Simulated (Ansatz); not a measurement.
# Quick settings and what they miss: TiNi (Pm-3m, 2 atoms in the cell)

Self-consistent single point.

```
TiNi
1.0
    3.05381     0.00000     0.00000
    0.00000     3.05381     0.00000
    0.00000     0.00000     3.05381
Ti Ni
1 1
Direct
  0.50000   0.50000   0.50000
  0.00000   0.00000   0.00000
```

Computed with PBEsol, PAW files made with PBE (plane waves; Ansatz, a first-principles code).

Base settings: basis.ecutwfc = 30.9 Ry; kpoints.mp_grid.grid = 9 9 9; hamiltonian.xc = pbesol; hamiltonian.pseudopotentials = {kind: paw} (the program's default PAW files); scf.occupations.method = gaussian; scf.occupations.width = 0.0147 Ry.

Tight run (finer mesh or higher cutoff; not a proven limit): basis.ecutwfc: 30.9 Ry → 43.4 Ry; kpoints.mp_grid.grid: 9 9 9 → 13 13 13; scf.convergence.dr2_threshold: default (1e-07 eV) → 1e-09 eV. It gave Fermi level (on the code's own zero) 14.94 eV; pressure -12.24 GPa.

Quick runs, as changes from the base:
- A: the base itself
- B: basis.ecutwfc: 30.9 Ry → 18.4 Ry; kpoints.mp_grid.grid: 9 9 9 → 3 3 3; hamiltonian.xc: pbesol → lda; scf.occupations.method: gaussian → fermi_dirac; scf.occupations.width: 0.0147 Ry → 0.02 Ry [LDA (PW92)]
- C: basis.ecutwfc: 30.9 Ry → 21.7 Ry; kpoints.mp_grid.grid: 9 9 9 → 4 4 4; scf.occupations.method: gaussian → cold; kpoints.mp_grid.shift: default → 0.5 0.5 0.5; scf.convergence.dr2_threshold: default (1e-07 eV) → 0.001 eV
- D: basis.ecutwfc: 30.9 Ry → 21.7 Ry; kpoints.mp_grid.grid: 9 9 9 → 8 8 8; scf.convergence.dr2_threshold: default (1e-07 eV) → 0.0001 eV
- E: basis.ecutwfc: 30.9 Ry → 15.4 Ry; kpoints.mp_grid.grid: 9 9 9 → 4 4 4
- F: basis.ecutwfc: 30.9 Ry → 24.6 Ry; kpoints.mp_grid.grid: 9 9 9 → 6 6 6; scf.occupations.method: gaussian → fermi_dirac; scf.occupations.width: 0.0147 Ry → 0.01 Ry; kpoints.mp_grid.shift: default → 0.5 0.5 0.5

Energies are extrapolated to zero smearing width, which holds to low order in the width alone.

Dashes: energy of B, another energy zero.

† marks runs with another functional, U, potentials or spin treatment: their distance from the tight run is not a convergence error alone.

The count of work is k-points × plane waves × bands × iterations; it is no time. 

Pressures in the table are Ansatz's without its Pulay estimate, at a fixed set of plane waves; the tight run's value above holds the estimate.

The starting cell comes from a database of computed structures (which also holds hypothetical and non-ambient phases and stackings), without a prior relaxation at this level. Its lattice was rescaled by a random factor within 2.5 % of one. Spin polarisation is off. In the base run, with a pressure of about -12 GPa the cell is away from its equilibrium volume at this level.

| run | energy less tight (meV/atom) | pressure less tight (GPa) | count of work / tight |
|---|---|---|---|
| A | 7.3 | 0.04 | 0.24 |
| B† | – | -114.67 | 0.011 |
| C | 322.3 | -21.78 | 0.012 |
| D | 239.1 | -23.42 | 0.12 |
| E | 7321.8 | -396.55 | 0.023 |
| F | 25.3 | -4.16 | 0.045 |

Among the runs at the tight run's level, the energy misses run from 7.3 to 7321.8 meV/atom.

Keys are those of Ansatz 0.2.
